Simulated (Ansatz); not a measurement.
The parent structure is BN (space group R3m, No. 160; a cell from a computed database, its experimental status unchecked; layered, stacked along the Cartesian z axis).

```
BN
1.0
    1.24971     0.72152     3.25299
   -1.24971     0.72152     3.25299
    0.00000    -1.44304     3.25299
B N
1 1
Direct
  0.99970   0.99970   0.99970
  0.33274   0.33274   0.33274
```

Cartesian axes are those of the cell as printed.

Computed with Ansatz (a quantum-chemistry and plane-wave program) r2SCAN+rVV10, without spin-orbit coupling, earlier PAW set.

It is then changed as follows: a pure shear with ε_yz = ε_zy = -0.0179; the atoms relax in the strained cell.

Task: Predict the stress tensor and what it implies for the stiffness.

Result: Stress of the strained cell less that of the base (GPa, compression positive):
```
   0.11    0.00    0.00
   0.00   -0.31    0.21
   0.00    0.21    0.05
```

Then −Δσ/γ with γ = 2ε = -0.0358 gives secant stiffness values (nonlinear terms included at this strain): C44 ≈ 5.9 GPa.

Whether these cells are dynamically stable was not tested.
